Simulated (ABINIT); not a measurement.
A self-consistent single point of Ti3Be (P6_3/mmc, 8 atoms in the cell) with ABINIT.

Computed with PBEsol, PAW (JTH v2.0 PBE PAW, files made for PBE) (plane waves; ABINIT 10.0.3).

```xyz
8
Lattice="5.4973 0.0000 0.0000 -2.7487 4.7608 0.0000 0.0000 0.0000 4.4423" Properties=species:S:1:pos:R:3 pbc="T T T"
Ti     1.4366     0.8294     3.3317
Ti     1.3120     3.9314     1.1106
Ti     0.0000     1.6589     1.1106
Ti     2.7487     3.1020     3.3317
Ti     4.0607     0.8294     3.3317
Ti    -1.3120     3.9314     1.1106
Be     2.7487     1.5869     1.1106
Be     0.0000     3.1739     3.3317
```

Reference input (self-consistent single point, DFT, LDA (PW92), plane waves, PAW (JTH v2.0 LDA PAW)): pseudos = [Ti.LDA_PW-JTH.xml, Be.LDA_PW-JTH.xml]; ecut = 30 Ha; pawecutdg = 60 Ha; pawxcdev = 0; occopt = 7; tsmear = 0.00367493 Ha; ngkpt = 5 5 6; nshiftk = 1; shiftk = 0 0 0; potentials = JTH v2.0 LDA PAW; nband = 51; kptopt = 1. This run's input differs from it in these lines:

```diff
@@ -1,4 +1,4 @@
-# Ti3Be, JTH v2.0 LDA PAW
+# Ti3Be, JTH v2.0 PBE PAW
 pp_dirpath "./"
-pseudos "Ti.LDA_PW-JTH.xml, Be.LDA_PW-JTH.xml"
+pseudos "Ti.GGA_PBE-JTH.xml, Be.GGA_PBE-JTH.xml"
 acell 5.4973040483 5.4973040483 4.4422580000 Angstrom
@@ -25,2 +25,3 @@
 pawxcdev 0
+ixc -116133
 occopt 7
```

Its files differ too (potentials: JTH v2.0 LDA PAW → JTH v2.0 PBE PAW).

Log, with long lists cut:

```
--- !BeginCycle
solver: {iscf: 17, nstep: 100, nline: 4, wfoptalg: 10, }
tolerances: {tolvrs: 1.00E-11, }
...

     iter   Etot(hartree)      deltaE(h)  residm     nres2
 ETOT  1  -376.08812767075    -3.761E+02 6.000E+00 1.892E+01
 ETOT  2  -381.03466389380    -4.947E+00 1.215E-01 5.829E+01
 ETOT  3  -381.11523822928    -8.057E-02 5.924E-02 8.544E+01
 ETOT  4  -380.92722303804     1.880E-01 3.418E-02 4.538E+00
 ETOT  5  -380.92920562232    -1.983E-03 2.565E-02 2.989E+00
   [... 6 lines left out ...]
 ETOT 12  -380.92368335041     2.154E-11 8.265E-04 1.705E-08
 ETOT 13  -380.92368335043    -1.415E-11 6.438E-03 3.210E-09
 ETOT 14  -380.92368335043    -1.080E-12 8.284E-04 6.223E-11
 ETOT 15  -380.92368335043     7.390E-13 2.684E-03 7.446E-12
 At SCF step   15       nres2   =  7.45E-12 < tolvrs=  1.00E-11 =>converged.

 Cartesian components of stress tensor (hartree/bohr^3)
  sigma(1 1)=  2.58250512E-05  sigma(3 2)=  0.00000000E+00
  sigma(2 2)=  2.58250504E-05  sigma(3 1)=  0.00000000E+00
  sigma(3 3)=  9.55805163E-06  sigma(2 1)= -1.64368715E-12

 ----iterations are completed or convergence reached----

 reduced coordinates (array xred) for    8 atoms
       0.348439999975      0.174219999975      0.750000000000
       0.651559999973      0.825779999974      0.250000000000
       0.174219999974      0.348439999975      0.250000000000
       0.825779999974      0.651559999974      0.750000000000
       0.825779999974      0.174219999975      0.750000000000
       0.174219999974      0.825779999974      0.250000000000
   [... lines left out ...]
 Fermi (or HOMO) energy (hartree) =   0.27333   Average Vxc (hartree)=  -0.41251
 Fermi (or HOMO) energy (eV) =   7.43773   Average Vxc (eV)= -11.22507
   [... lines left out ...]
'-kT*entropy'       : -2.52755355589149E-03
total_energy        : -3.80923683845556E+02
total_energy_eV     : -1.03654605824867E+04
...

-Cartesian components of stress tensor (GPa)         [Pressure= -6.0027E-01 GPa]
- sigma(1 1)=  7.59799109E-01  sigma(3 2)=  0.00000000E+00
- sigma(2 2)=  7.59799087E-01  sigma(3 1)=  0.00000000E+00
- sigma(3 3)=  2.81207540E-01  sigma(2 1)= -4.83589374E-08

 Calculation completed.
```

The run converged in 15 iterations. Against the reference run the pressure goes from -5.02 to -0.60 GPa and the largest force goes from 0.030 to 0.008 eV/Å.

The starting cell comes from a database of computed structures (which also holds hypothetical and non-ambient phases and stackings), without a prior relaxation at this level. Its lattice was rescaled by a random factor within 2.5 % of one. Spin polarisation is off. The potentials were made for another functional than the one used.

Cost on one core of a shared machine: roughly 6 min.
